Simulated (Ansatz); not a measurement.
The reference is W$_{2}$C (space group Pbcn, No. 60; a = 4.710 Å, b = 6.045 Å, c = 5.184 Å; a cell from a computed database, its experimental status unchecked).

The values are results of PBEsol, PAW, 420 eV (Ansatz, a first-principles code; scalar-relativistic without spin-orbit coupling), not measurements.

Before the change:

Pressure: 0.0 GPa
Band gap: zero

Now apply this change: the cell is scaled by 1.0092 in all directions; the atoms relax in the strained cell.

Task: Estimate the effect on the energy relative to the base.

Result: The energy rises by 10 meV/atom.

Task: Estimate the effect on the pressure.

Result: The pressure (mean of the normal stresses, compression positive) goes from zero to -9.2 GPa.

Task: Estimate the effect on the band gap.

Result: The band gap is still zero.

Whether these cells are dynamically stable was not tested. All final runs are without spin polarisation.
